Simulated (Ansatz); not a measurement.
Results of PBEsol (Ansatz, an electronic-structure program, plane waves, PAW) for MgCd₂P₂ (model structure, started from the CaAl2Si2 type, P-3m1, No. 164, 5 atoms in the cell).

Input file:

Ansatz 0.2 input:
```yaml
crystal:
  lattice:
    - [4.1518812024, 0.0000002924, 0.0]
    - [-2.0759408544, 3.5956344486, 0.0]
    - [0.0, 0.0, 6.7190137522]
  atoms:
    - { symbol: Mg, position: [0.0, 0.0, 0.0] }
    - { symbol: Cd, position: [0.3333333333, 0.6666666667, 0.6350852402] }
    - { symbol: Cd, position: [0.6666666667, 0.3333333333, 0.3649147598] }
    - { symbol: P, position: [0.3333333333, 0.6666666667, 0.2175880707] }
    - { symbol: P, position: [0.6666666667, 0.3333333333, 0.7824119293] }
basis:
  ecutwfc: 520
  ecutrho_ratio: 4
  xc_grid: 2
kpoints:
  mp_grid: { grid: [18, 18, 8] }
hamiltonian:
  xc: pbesol
  dispersion: none
  pseudopotentials: { kind: paw }
scf:
  occupations: { method: fermi_dirac, width: 0.05 }
  convergence: { dr2_threshold: 0.0000000005 }
output:
  forces: true
  stress: true
  eigenvalues: true
```

Excerpt of the program's output:

```
Crystal: 5 atoms, lattice volume = 100.306 Å³
Basis set: ecut = 520 eV, 2731 PW (Γ), exchange–correlation on 64×64×100 points (8 copies of the dense FFT grid, shifted against one another)
Bands: 36, of which v1, the nominal top of the filled ones, is band 30 counted from 1 (29 counted from 0)
Symmetry: 12 space group operations
Space group: P-3m1 (ITA 164), of the structure as read, at distance tolerance 4.6e-5 Å
k-points: 266 of 2592
Functional: x = pbesol(κ = 0.804, μ = 0.12345679012345678), c = pbesol(β = 0.046)
SCF iter   1: F=—  HF=-19761.413789 eV  |F-HF|=—  |Δ(HF+E_count)|=         —  Δρ=5.26e-3  dr2=3.61e-2
SCF iter   2: F=—  HF=-19761.404694 eV  |F-HF|=—  |Δ(HF+E_count)|=   9.09e-3  Δρ=2.11e-3  dr2=7.37e-3
  ...
SCF iter   8: F=—  HF=-19761.402721 eV  |F-HF|=—  |Δ(HF+E_count)|=   8.76e-9  Δρ=1.34e-6  dr2=2.16e-9
SCF iter   9: F=-19761.402721 eV  HF=-19761.402721 eV  |F-HF|=7.28e-12  |Δ(HF+E_count)|=  7.64e-10  Δρ=2.34e-7  dr2=5.38e-11
SCF 1 converged in 9 iterations: F = -19761.402721 eV  dr2 = 5.38e-11
SCF converged after 9 iterations
Free energy (F): -19761.402721 eV
Internal energy: -19761.402488 eV  (E = F + TS)
E sigma→0 (E₀):  -19761.402604 eV
Fermi energy:    10.269247 eV
--- Forces (eV/Å), atoms counted from 1 ---
  atom   1  Mg     0.00000000    -0.00000000    -0.00000000
  atom   2  Cd     0.00000000    -0.00000000     0.00002519
  atom   3  Cd    -0.00000000     0.00000000    -0.00002519
  atom   4  P      0.00000000     0.00000000    -0.00023412
  atom   5  P     -0.00000000     0.00000000     0.00023412
--- Stress (GPa, compression-positive) ---
        0.000734      -0.000000       0.000000
       -0.000000       0.000734      -0.000000
        0.000000      -0.000000       0.001652
  P = ⅓ Tr σ = 0.0010 GPa (0.010 kbar)
```

The PAW data were made under PBE.

Note: the relaxation could raise the start's symmetry but not lower it, so the cell can be a saddle point.

Computing time: very roughly 60 core-seconds.

A model structure was made by putting elements into a prototype or built by hand; it is no filed structure, need not be a known phase, and can be a saddle point held by its symmetry.
